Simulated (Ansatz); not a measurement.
System: fluorite PbF2 (high-temperature phase). Method: PBE (Ansatz, a first-principles code, PAW).

Run with plane-wave cutoff 520 eV, 8×8×8 k mesh, scalar-relativistic PAW data made under PBE.

Computed at the level's own relaxed cell.

Hill averages of the elastic tensor: K = 66.5 GPa, G = 22.6 GPa. Volume 18.012 Å³/atom, mean atomic mass 81.732 u.

Work out the density, the sound velocities of a polycrystal and the elastic Debye temperature at this level.

ρ = 1.66054 × 81.732/18.012 = 7.535 g/cm³. v_l = √[(K + 4G/3)/ρ] = 3.581 km/s and v_t = √(G/ρ) = 1.732 km/s. The mean follows from 3/v_m³ = 1/v_l³ + 2/v_t³: v_m = 1.947 km/s. Θ_D = (ħ/k_B) v_m (6π²/V)^(1/3) = 76.38 K Å s/km × 1.947 × 1.4869 Å⁻¹ = 221 K, counting all atoms of the cell.
